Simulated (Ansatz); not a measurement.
The starting structures come from a database of crystals and need not be the phases stable at ambient conditions.

 Where the default PAW files enter, the runs use the earlier of Ansatz's two default sets.

The decay constant κ of evanescent states in the gap governs leakage through a thin film.

Data:

```xyz
6
Lattice="3.0923 0.0000 0.0000 0.0000 4.7350 0.0000 0.0000 0.0000 4.6440" Properties=species:S:1:pos:R:3 pbc="T T T"
Mg     1.5462     2.3675     2.3220
Mg     0.0000     0.0000     0.0000
F      1.5462     0.8514     3.6494
F      1.5462     3.8835     0.9946
F      0.0000     1.5160     1.3274
F      0.0000     3.2189     3.3166
```

Space group of this cell: Pnnm. The cell is taken as given; by r2SCAN its mean pressure is -4.4 GPa.

Transport runs along the normal of the first two printed cell vectors.

The gap is the functional's own. No spin-orbit coupling. Mid-gap values are interpolated on the energy grid.

Task: Predict the band gap and the smallest decay constant κ at mid-gap from r2SCAN in Ansatz (a quantum-chemistry and plane-wave program).

Result: Gap 7.79 eV on a 10×6×8 mesh; κ = 0.556 1/Å, at the zone centre.
